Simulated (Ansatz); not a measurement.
Levels about the gap of amorphous Hf10Si10O31N6 (57 atoms in a cell of 765 Å³, 5.74 g/cm³; zone centre alone, so wide bands show as single levels with stretches between that a denser mesh fills), at the geometry that PBE relaxed, where it gives 0.0 GPa on a denser mesh. Exact exchange is cut at the faces of this small cell, which leaves a finite-size error. The participation number counts the atoms over which a state spreads; weights are charges in smoothed Voronoi cells. The levels come from a single point, so bond lengths are those of that geometry. Method of the levels: HSE06, scalar-relativistic without spin-orbit coupling (Ansatz, an electronic-structure program). Sampling: the zone centre alone; Fermi-Dirac width 0.02 eV; no spin polarisation. At PBE the levels at the filled edge of the gap are localised (band-tail or defect states).

Preparation: random packing, a CHGNet melt and quench, and a DFT relaxation. O and N atoms were pushed apart under 1.9 Å during the dynamics, to hinder bonds among them. The hot cell started wider than the set density and was brought back towards it in steps. It is the lowest in DFT energy of 2 quenches. It is a model cell: composition and starting density were chosen by hand, and all elements were melted together. No dispersion term was used. Its density started from a set value of 5.73 and ended at 5.74 g/cm³. Cooling (nominally 300 K/ps over its main leg) ran many orders faster than in experiment, which tends to leave more defects and strain. A cell of this size samples the disorder only roughly. The volume was free in the relaxation, at fixed shape. Stress components on the final sampling reach 5.0 GPa. On a 2×2×2 Γ-centred mesh force components of up to 0.15 eV/Å stay, since the relaxation ran on the zone centre alone.

```csv
"E - E(highest filled), eV",filling,participation number,largest on,weight N,weight Hf,weight O,weight Si
-0.72,filled,12.6,"N, 3 neighbours",0.48,0.06,0.41,0.04
-0.61,filled,9.9,"N, 3 neighbours",0.53,0.08,0.36,0.04
-0.55,filled,8.9,"N, 4 neighbours",0.41,0.10,0.47,0.02
-0.24,filled,7.4,"N, 3 neighbours",0.65,0.07,0.24,0.04
-0.10,filled,6.0,"N, 4 neighbours",0.59,0.09,0.31,0.02
-0.06,filled,6.9,"N, 3 neighbours",0.62,0.06,0.28,0.03
0.00,filled,10.0,"N, 3 neighbours",0.61,0.06,0.30,0.03
4.91,empty,25.2,"Hf, 5 neighbours",0.09,0.46,0.38,0.07
4.95,empty,13.9,"Hf, 5 neighbours",0.11,0.56,0.29,0.04
5.21,empty,15.1,"Hf, 6 neighbours",0.11,0.56,0.29,0.04
5.40,empty,18.8,"Hf, 5 neighbours",0.11,0.54,0.32,0.04
5.54,empty,14.7,"Hf, 6 neighbours",0.08,0.59,0.29,0.04
5.66,empty,17.3,"Hf, 5 neighbours",0.10,0.54,0.31,0.05
5.83,empty,17.1,"Hf, 6 neighbours",0.05,0.57,0.34,0.05
```

Most localised among these is the filled level at -0.10 eV, on a N atom, which has 4 neighbours (Hf 1.99 Å, Hf 2.05 Å, Hf 2.31 Å, Hf 2.41 Å).
